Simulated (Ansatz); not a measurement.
Abridged Ansatz (a quantum-chemistry and plane-wave program) output:

```
Relaxation: its limit of steps is 60 (relax.max_steps)
Pseudopotential: Ca, paw, valence charge 10
Pseudopotential: Al, paw, valence charge 3
Pseudopotential: Si, paw, valence charge 4
Pseudopotential: H, paw, valence charge 1
Crystal: 4 atoms, lattice volume = 68.573 Å³
Basis set: ecut = 500 eV, 1763 PW (Γ), exchange–correlation on 120×120×144 points (64 copies of the dense FFT grid, shifted against one another)
Bands: 13, of which v1, the nominal top of the filled ones, is band 9 counted from 1 (8 counted from 0)
Symmetry: 6 space group operations
k-points: 69 of 567 (time reversal used)
Functional: x = r2scan, c = r2scan; τ floored in thin density (d = 2e-4 eV/Å³)
SCF iter   1: F=—  HF=-3018.863628 eV  |F-HF|=—  |Δ(HF+E_count)|=         —  Δρ=4.00e-2  dr2=1.00e0  dr2_τ=1.90e-2  ethr=3.10e-3  ⟨swp⟩=7.7  Hψ=6784  notcnv=0
SCF iter   2: F=—  HF=-3018.935717 eV  |F-HF|=—  |Δ(HF+E_count)|=   7.21e-2  Δρ=1.75e-2  dr2=1.69e-1  dr2_τ=4.34e-3  ethr=3.10e-3  ⟨swp⟩=2.2  Hψ=2002  notcnv=0
SCF 1 converged in 8 iterations: F = -3018.974290 eV  dr2 = 1.07e-8
relax step   1: F+E_penalty+E_count = -3018.97428962 eV  Δ(F+E_penalty+E_count) = +0.000e0 eV  max|allowed force component| = 2.344e-4 eV/Å  Δτ_max = 0.0000 Å  P = +0.899 GPa  Ω = 68.573 Å³  (8 SCF iters, dr2 threshold 1.00e-7 eV, accepted)
[... steps on the carried basis left out ...]
relax step   8: F+E_penalty+E_count = -3018.96094396 eV  Δ(F+E_penalty+E_count) = +1.661e-4 eV  max|allowed force component| = 2.768e-4 eV/Å  Δτ_max = 0.0000 Å  P = +2.100 GPa  Ω = 67.138 Å³  stress off target by 1.84e-3 GPa  SCF on the basis re-selected at this cell (its energy is not comparable with the rows above)  (5 SCF iters)
SCF converged after 5 iterations
Free energy (F): -3018.960944 eV
Internal energy: -3018.960931 eV  (E = F + TS)
E sigma→0 (E₀):  -3018.960938 eV
Entropy (-TS):   -0.000013 eV (-0.003 meV/atom)
Fermi energy:    7.392356 eV
--- Forces (eV/Å), atoms counted from 1 ---
  atom   1  Ca    -0.00000000     0.00000000     0.00009184
  atom   2  Al    -0.00000000     0.00000000    -0.00010809
  atom   3  Si     0.00000000    -0.00000000    -0.00023623
  atom   4  H      0.00000000    -0.00000000     0.00028492
--- Stress (GPa, compression-positive) ---
        2.100570       0.000000      -0.000000
        0.000000       2.100570       0.000000
       -0.000000       0.000000       2.098161
  P = ⅓ Tr σ = 2.0998 GPa (20.998 kbar)
--- Relaxed structure (7 steps of the walk, 6 accepted, 1 SCFs on fresh bases) ---
  cell:  # Å, volume = 67.1384 Å³
    - [4.098728729577838, 2.8764057268570538e-11, 2.5807121436164416e-34]
    - [-2.0493643648138287, 3.549603203021144, 9.884455308918142e-34]
    - [2.935809721491882e-34, 1.4679048607459401e-33, 4.614685513776795]
  atoms:
    - { symbol: Ca, position: [-3.238150488543893e-17, -1.850371707600888e-17, 1.0013968015480783] }
    - { symbol: Al, position: [0.6666666666666667, 0.3333333333333333, 0.4577363898128295] }
    - { symbol: Si, position: [0.3333333333333333, 0.6666666666666667, 0.5642150619021615] }
    - { symbol: H, position: [0.6666666666666667, 0.3333333333333333, 0.08335174673693077] }
```

Task: What was computed, and what are the main results?

Result: CaAlSiH, 4 atoms in the cell, with r2SCAN (Ansatz), no spin-orbit coupling, earlier PAW set, from a series relaxed to a target (pressure 2.1 GPa). The last SCF converged to F = -3018.960944 eV, or -754.7402 eV per atom, at a pressure of 2.10 GPa. The total energy compares only with runs of the same code, potentials and settings.

Load acts through the strain it causes; cell and atoms are relaxed under it. Whether these cells are dynamically stable was not tested. The cell was made from CaAlSiH (space group P3m1, No. 156; a cell from a computed database, its experimental status unchecked) by this change: pressure 2.1 GPa.

Keys are those of Ansatz 0.2.
